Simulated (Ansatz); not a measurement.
The starting structures come from a database of crystals and need not be the phases stable at ambient conditions.

 Where the default PAW files enter, the runs use the earlier of Ansatz's two default sets.

The decay constant κ of evanescent states in the gap governs leakage through a thin film.

Data:

```xyz
10
Lattice="5.4866 0.0000 0.0000 2.7433 5.1118 0.0000 2.7433 1.4722 4.4291" Properties=species:S:1:pos:R:3 pbc="T T T"
Zn     5.4866     5.1571     1.6187
Zn     5.4866     1.4269     2.8105
Sn     2.7433     3.0329     0.6642
Sn     8.2299     3.5511     3.7649
O      6.3483     3.8788     0.2214
O      4.6249     2.7052     4.2077
O      6.5723     4.9239     3.3655
O      4.4009     1.6601     1.0637
O      3.5392     4.4615     1.9743
O      7.4340     2.1225     2.4548
```

Space group of this cell: P-1. The cell is strained (lengths across the current scaled by 1.02, ions clamped); by PBEsol its mean pressure is -12.2 GPa.

Transport runs along the normal of the first two printed cell vectors.

No gap correction and no spin-orbit coupling; mid-gap values are interpolated between computed energies.

Compute, with PBEsol in Ansatz (a first-principles code), the band gap and the smallest decay constant κ at mid-gap.

Gap 0.93 eV on a 8×6×8 mesh; κ = 0.115 1/Å, at the zone centre.
